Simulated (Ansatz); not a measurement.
Defect: interstitial H in hexagonal WC, neutral cell. The step: one H atom jumps by itself; the atom moves 2.85 Å along (0.00, 0.00, -1.00) of the unit cell; the moving atom starts with neighbours 3 C at 2.21, 3 C at 2.24; 3 W at 1.74 Å and ends with 3 C at 2.21, 3 C at 2.24; 3 W at 1.74 Å. A PBE band in Ansatz (plane-wave PAW, a 3×3×3 k-point mesh shifted by half a step along c, 54 host sites, 32 SCF runs with any check of the saddle's order, static, no finite-size correction) gives a forward barrier of 0.58 eV. The saddle point's order was not checked, and it lies on a symmetry element of the cell, where a band can be held. Sites that were not tried may lie lower.

Single points at the band's start and saddle point can refine it. Rough cost of one point, in units of the band's mean SCF on the same machine:

```
Level                                                                  Cost of one point
---------------------------------------------------------------------  -----------------
PBE, a 4×4×4 k-point mesh shifted by half a step along c                         about 2
r2SCAN at 500 eV, a 3×3×3 k-point mesh shifted by half a step along c            under 2
```

**Question.** Which of these move the barrier by more than 0.1 eV, and how far does each move it?

**Answer.** PBE, a 4×4×4 k-point mesh shifted by half a step along c: -0.01 eV; r2SCAN at 500 eV, a 3×3×3 k-point mesh shifted by half a step along c: +0.17 eV. Each functional is compared with PBE at the same k-points.

Ansatz is a first-principles code.
